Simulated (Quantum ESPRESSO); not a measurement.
Convergence series on CuAgO2 (Pmmm, 4 atoms in the cell)

```xyz
4
Lattice="2.8164 0.0000 0.0000 0.0000 3.3539 0.0000 0.0000 0.0000 5.4042" Properties=species:S:1:pos:R:3 pbc="T T T"
Cu     1.4082     1.6769     2.7021
Ag     0.0000     0.0000     0.0000
O      0.0000     1.6769     1.4637
O      0.0000     1.6769     3.9405
```

Method of the run: PBEsol, PSlibrary PAW (PBE) pseudopotentials (plane waves; Quantum ESPRESSO).

The starting cell comes from a database of computed structures (which also holds hypothetical and non-ambient phases and stackings), without a prior relaxation at this level. Spin polarisation is off, so a magnetic state, if there is one, cannot be reached. The run gives no clean gap (levels at the Fermi energy touch, overlap or are partly filled at this smearing), which alone does not show that the compound is a metal.

Held fixed: occupations = smearing; smearing = fd; degauss = 0.0073499 Ry; input_dft = pbesol; K_POINTS = automatic 9 8 5 0 0 0; conv_thr = 1e-10 Ry; mixing_beta = 0.5. Moved along with it: ecutrho.

ΔF is the free energy per atom less that of the last row (110 Ry).

| ecutwfc | ΔF (meV/atom) | pressure (GPa) | largest force (eV/Å) | plane waves | iterations |
|---|---|---|---|---|---|
| 22 Ry | 7715.7 | -359.01 | 0.024 | 612 | 13 |
| 28 Ry | 1531.6 | -104.68 | 0.365 | 884 | 14 |
| 33 Ry | 346.3 | -29.44 | 0.194 | 1118 | 14 |
| 38 Ry | 94.8 | -6.97 | 0.138 | 1374 | 14 |
| 44 Ry | 47.4 | -2.34 | 0.129 | 1720 | 14 |
| 50 Ry | ___ | -2.25 | 0.124 | 2086 | 13 |
| 55 Ry | 19.8 | -2.09 | 0.121 | 2395 | 13 |
| 63 Ry | 9.2 | -1.65 | 0.119 | 2930 | 13 |
| 72 Ry | ___ | -1.44 | 0.116 | 3570 | 13 |
| 82 Ry | 2.1 | -1.38 | 0.117 | 4362 | 13 |
| 96 Ry | 0.50 | -1.28 | 0.116 | 5504 | 13 |
| 110 Ry | 0.00 | -1.28 | 0.116 | 6748 | 13 |

Some entries are withheld; supply them.


- 50 Ry, ΔF (meV/atom): 31.2
- 72 Ry, ΔF (meV/atom): 4.7
